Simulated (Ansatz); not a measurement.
Computed paths: interstitial B in 2H silicon carbide, charge state +3

Defect migration in 2H silicon carbide: interstitial B, charge state +3. These are PBE, PAW (plane waves to 420 eV; Ansatz, a program for electronic structure) values and carry that method's errors.

72-site cell at the relaxed PBE lattice, the Γ point alone, smearing 0.01 eV, spin-restricted, no finite-size correction. Static, classical nuclei. The host's phase is taken as given; its stability against other phases was not computed. The charge state is imposed; whether it is stable for some Fermi level was not computed. Sites that were not tried may lie lower.

Barriers: single points on a 2×2×2 k-point mesh shifted by half a step along c at the bands' geometries (they differ from the bands' own by up to 0.27 eV, and are uncertain by about as much).

```csv
Route,Start site over the lowest site run (eV),Hop (Å),Forward barrier (eV),Backward barrier (eV),Neighbours at the start,Neighbours at the saddle,Saddle order,"Forward, on the band's own sampling (eV)"
"a concerted move, in which B travels most",0.47,1.21,0.33,0.33,"2 C at 1.59, C at 1.62; Si at 1.97, 2 Si at 2.09 Å","C at 1.56, C at 1.78, 2 C at 1.92; Si at 1.89, Si at 2.17 Å","not checked, on a symmetry element",0.60
a direct jump of one B atom,0.00,1.31,0.93,0.46,3 C at 1.61; 3 Si at 2.13 Å,2 C at 1.48; Si at 1.95 Å,"not checked, on a symmetry element",0.93
a direct jump of one B atom,0.00,2.09,2.62,2.15,3 C at 1.61; 3 Si at 2.13 Å,"2 C at 1.61, C at 1.95; Si at 1.81, 2 Si at 2.15 Å","not checked, on a symmetry element",2.70
```

Paths come from nudged elastic bands with a climbing image.  A band can be held on a symmetry element, so unchecked saddle points there may be too high. A further band (a direct jump of one B atom, 2.53 Å) gave 2.70 eV forward on its own sampling, 2.70 eV above the lowest site run, but a shoulder points to a second hump between its images, so it is not taken as a result.

The whole set of runs took roughly 1.5 core-hours.
